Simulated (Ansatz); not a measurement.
Defect calculation: Al_B in zinc-blende BP

Level of theory: PBE, PAW (plane waves to 420 eV; Ansatz, a program for electronic structure). Cell and caveats: 64-site cell; 2×2×2 shifted k-points; start: the B site; not converged in cell size.

Neighbours after relaxation, in Å: of the Al atom: P 2.21, P 2.21, P 2.21, P 2.21.

Formation energies E_f are those of the neutral cell. Chemical conditions: B-rich (Δμ(B) = -0.24 eV, Δμ(Al) = -0.65 eV, bounded by B12P2 (R-3m), B6P (R-3m), zinc-blende AlP; only phases computed here count, gases as isolated molecules at 0 K); P-rich (Δμ(B) = -0.86 eV, Δμ(Al) = -1.26 eV, bounded by zinc-blende AlP; only phases computed here count, gases as isolated molecules at 0 K). Reference phases: Al: fcc Al, B: alpha boron.

```json
[
 {"charge": "0", "moment (μB)": "not spin-polarised", "largest move off a lattice site (Å)": "0.24", "E_f, B-rich (eV)": "2.47", "E_f, P-rich (eV)": "2.47"}
]
```
